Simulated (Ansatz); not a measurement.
F interstitial in alpha quartz: one set of geometries, relaxed with PBE, evaluated in Ansatz (PAW, plane waves to 420 eV, 500 eV under r2SCAN) with PBE, r2SCAN.

Details: 72-site cell; 2×2×2 Γ-centred k-points; start: void with 6O2Si nearest; charged states image-corrected; not converged in cell size; flagged in the runs: a doubtful potential alignment, a host whose relaxation on this sampling wasn't shown to rest, a strain field that reaches the edge of the cell.

| quantity | PBE | r2SCAN |
|---|---|---|
| host gap (eV) | 5.68 | ? |
| ε(0/−1) above the VBM (eV) | 0.93 | ? |
| neutral formation energy against F2 molecule in a box (eV) | 0.66 | ? |
| largest moment on one atom at charge 0 (μB) | 0.36 | ? |

Task: Given the lower rungs, what does r2SCAN give?

Result: 
- host gap (eV), r2SCAN: 6.32
- ε(0/−1) above the VBM (eV), r2SCAN: 1.12
- neutral formation energy against F2 molecule in a box (eV), r2SCAN: 0.49
- largest moment on one atom at charge 0 (μB), r2SCAN: 0.42

Ansatz is an electronic-structure program.
